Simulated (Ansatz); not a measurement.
An Ansatz (a first-principles code) run: SiO2; plane-wave PAW DFT at the PBEsol level (Ansatz, 420 eV), without spin-orbit coupling.

Input:

Ansatz 0.2 input:
```yaml
crystal:
  lattice:
    - [4.9493191457, 0, 0]
    - [-2.4746595728, 4.2862361116, 0]
    - [0, 0, 5.4418163125]
  atoms:
    - { symbol: Si, position: [0, 0.47047045, 0.3333333333] }
    - { symbol: Si, position: [0.52952955, 0.52952955, 0] }
    - { symbol: Si, position: [0.47047045, 0, 0.6666666667] }
    - { symbol: O, position: [0.1458588835, 0.7332862181, 0.5476257982] }
    - { symbol: O, position: [0.2667137819, 0.4125726654, 0.2142924649] }
    - { symbol: O, position: [0.5874273346, 0.8541411165, 0.8809591315] }
    - { symbol: O, position: [0.7332862181, 0.1458588835, 0.4523742018] }
    - { symbol: O, position: [0.4125726654, 0.2667137819, 0.7857075351] }
    - { symbol: O, position: [0.8541411165, 0.5874273346, 0.1190408685] }
basis: { ecutwfc: 420, ecutrho_ratio: 4, xc_grid: 2, fft_grid_basis: typed }
kpoints: { mp_grid: { grid: [8, 8, 6] } }
hamiltonian:
  xc: pbesol
  dispersion: none
  pseudopotentials: { kind: paw }
scf: { occupations: { method: fermi_dirac, width: 0.05 }, convergence: { dr2_threshold: 0.0000000009 } }
output: { forces: true, stress: true }
```

Output (explanatory and most iteration lines left out):

```
Pseudopotential: Si, paw, valence charge 4
Pseudopotential: O, paw, valence charge 6
Crystal: 9 atoms, lattice volume = 115.442 Å³
Basis set: ecut = 420 eV, 2221 PW (Γ), exchange–correlation on 72×72×80 points (8 copies of the dense FFT grid, shifted against one another)
Bands: 33, of which v1, the nominal top of the filled ones, is band 24 counted from 1 (23 counted from 0)
Symmetry: 6 space group operations
Space group: P3221 (ITA 154), of the structure as read, at distance tolerance 4.9e-5 Å
k-points: 50 of 384 (time reversal used)
Functional: x = pbesol(κ = 0.804, μ = 0.12345679012345678), c = pbesol(β = 0.046)
SCF iter   1: F=—  HF=-5239.877713 eV  |F-HF|=—  |Δ(HF+E_count)|=         —  Δρ=1.21e-2  dr2=1.30e-1  ethr=1.77e-3  ⟨swp⟩=6.9  Hψ=8967  notcnv=0  defer=32
SCF iter   2: F=—  HF=-5239.841160 eV  |F-HF|=—  |Δ(HF+E_count)|=   3.66e-2  Δρ=1.63e-3  dr2=1.16e-3  ethr=2.70e-4  ⟨swp⟩=2.2  Hψ=3194  notcnv=0  defer=137
SCF 1 converged in 8 iterations: F = -5239.841829 eV  dr2 = 2.39e-11
SCF converged after 8 iterations
Free energy (F): -5239.841829 eV
Internal energy: -5239.841829 eV  (E = F + TS)
E sigma→0 (E₀):  -5239.841829 eV
Fermi energy:    5.232783 eV
--- Forces (eV/Å), atoms counted from 1 ---
  atom   1  Si    -0.00007874     0.00013639     0.00000000
  atom   2  Si    -0.00007874    -0.00013639    -0.00000000
  atom   3  Si     0.00015748    -0.00000000    -0.00000000
  atom   4  O      0.00008000    -0.00006084    -0.00022341
  atom   5  O      0.00001269     0.00009970    -0.00022341
  atom   6  O     -0.00009269    -0.00003886    -0.00022341
  atom   7  O     -0.00009269     0.00003886     0.00022341
  atom   8  O      0.00008000     0.00006084     0.00022341
  atom   9  O      0.00001269    -0.00009970     0.00022341
--- Stress (GPa, compression-positive) ---
        0.003485       0.000000       0.000000
        0.000000       0.003485      -0.000000
        0.000000      -0.000000       0.001241
  P = ⅓ Tr σ = 0.0027 GPa (0.027 kbar)
```

Whether these cells are dynamically stable was not tested. The cell is SiO$_{2}$ (space group P3_221, No. 154).
